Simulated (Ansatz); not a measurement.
We consider SiC (model structure, P6₂22, No. 180, 6 atoms in the cell), described by r²SCAN+rVV10 in Ansatz (PAW).

Run with plane-wave cutoff 560 eV, 24×24×8 k mesh (along the axes of the cell as run), Fermi–Dirac smearing 0.05 eV, scalar-relativistic PAW data made under PBE.

Computed at the level's own relaxed cell.

```xyz
6
Lattice="3.0695 0.0000 0.0000 -1.5347 2.6583 0.0000 0.0000 0.0000 7.0354" Properties=species:S:1:pos:R:3 pbc="T T T"
Si     1.5348     0.0000     4.6903
Si    -0.7674     1.3291     2.3451
Si     0.7674     1.3291     0.0000
C      1.5348     0.0000     1.1726
C     -0.7674     1.3291     5.8629
C      0.7674     1.3291     3.5177
```

List the 15 lowest band energies at Γ above −25 eV (eV, relative to the valence band maximum), grouping those that round alike.

At Γ: -17.69, -15.02 (×2), -6.94 (×2), -3.31, -1.73 (×2), -0.33 (×2), -0.20, 0.00, 3.83 (×2), 4.74.

Note: the relaxation could raise the start's symmetry but not lower it, so the cell can be a saddle point.

A model structure was made by putting elements into a prototype or built by hand; it is no filed structure, need not be a known phase, and can be a saddle point held by its symmetry.

Ansatz is a first-principles code.
